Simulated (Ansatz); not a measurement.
**W: energy against volume**

W (bcc, Im-3m, 15.910 Å³/atom and stress up to 0.01 GPa in the relaxed cell, cube axes along x, y and z) under an equal strain ε along all three axes. r2SCAN in Ansatz, a plane-wave DFT program (PAW, default set), 500 eV, 29×29×29 Γ-centred mesh, Fermi-Dirac smearing 0.10 eV.

Here V stands for volume and E for E less E0.

| volume (Å³/atom) | E less E0 (meV/atom) | pressure (GPa) |
|---|---|---|
| 14.9743 | 60.75 | 21.89 |
| 15.2047 | 33.65 | 15.88 |
| 15.4374 | 14.73 | 10.24 |
| 15.6725 | 3.63 | 4.95 |
| 15.9099 | 0.00 | 0.00 |
| 16.1498 | 3.51 | -4.64 |
| 16.3920 | 13.84 | -8.97 |
| 16.6367 | 30.67 | -13.01 |
| 16.8837 | 53.70 | -16.78 |
| 17.3852 | ? | ? |

**Question.** Using the third-order Birch-Murnaghan form, a cubic in V^(-2/3), estimate the missing E at V = 17.3852 from the other rows, showing the fit.

**Answer.** With u = V^(-2/3) - 0.158, the rows have u = 0.006602, 0.004935, 0.003294, 0.001677, 0.000084, -0.001485, -0.003031, -0.004554, -0.006054. Least squares gives E = 0.012 - 236.9·u + 1427519·u² + 293251·u³. Residuals (row less fit): -0.003, 0.006, -0.001, -0.001, -0.002, -0.001, 0.004, 0.002, -0.001; standard error 0.004 (degrees of freedom: 5). Its minimum lies at u = 0.000083, so V0 = (0.158083)^(-3/2) = 15.91. There d²E/du² = 2855000 and d³E/du³ = 1760000, so B0 = (4/9) × 15.91^(-7/3) × 2855000 × 0.160218 = 319 GPa (the last factor turns the table's units into GPa), and B0' = 4 + (2/3) × 0.158083 × (1760000)/2855000 = 4.1. B0' rests on the cubic coefficient alone and has a standard error of 0.1 from these residuals. At the withheld row, u = -0.008991, so E = 0.012 - 236.9 × (-0.008991) + 1427519 × (-0.008991)² + 293251 × (-0.008991)³ = 117.327 meV/atom. The calculation gives 117.17 meV/atom, 0.157 meV/atom below the prediction (0.1 % of the range of E in the table). The row lies outside the fitted rows, so this is an extrapolation. The scatter of the fitted rows lies at the last printed digit.

In a metal these values are sensitive to mesh and smearing; energies are taken to zero smearing, stresses follow the free energy. Spin-orbit coupling is left out, which can shift these values for the heavy elements here. Other structures, which can take over under pressure, weren't tried. The same form fitted to the pressure column gives B0' = 4.1; series where the two differ by over 0.4 aren't shown. Rows are the converged runs of the series near zero and its far end, less any whose ions stayed unrelaxed beside relaxed ones; series whose fitted rows scatter by over a few per cent of the range, as at a crossing or softening among them, aren't shown in this form.
